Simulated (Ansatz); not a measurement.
The reference is Os in the hcp (Mg type) structure (space group P6_3/mmc, No. 194; a = 2.7290 Å, c = 4.3091 Å; relaxed with 0.1 eV smearing). Axes: x lies along a and z along c of the hexagonal cell.

Method: DFT with PBEsol, PAW potentials and a 420 eV plane-wave cutoff in Ansatz (an electronic-structure program), no SOC.

Now apply this change: the cell is scaled by 0.9800 in all directions; the atoms relax in the strained cell.

Problem. Predict the stress tensor and what it implies for the stiffness.

Solution. Stress of the strained cell less that of the base (GPa, compression positive):
```
   29.5     0.0     0.0
    0.0    29.5     0.0
    0.0     0.0    31.6
```

Then B = −ΔP/(ΔV/V₀) with ΔV/V₀ = -0.0588 gives secant stiffness values (nonlinear terms included at this strain): B (at held cell shape, above the free-shape value) ≈ 514 GPa.

As a check, the harmonic strain energy −½ V₀ Δσ:ε is 79 meV/atom; the computed energy rise is 73 meV/atom.

Whether these cells are dynamically stable was not tested. The final runs are not spin-polarised.
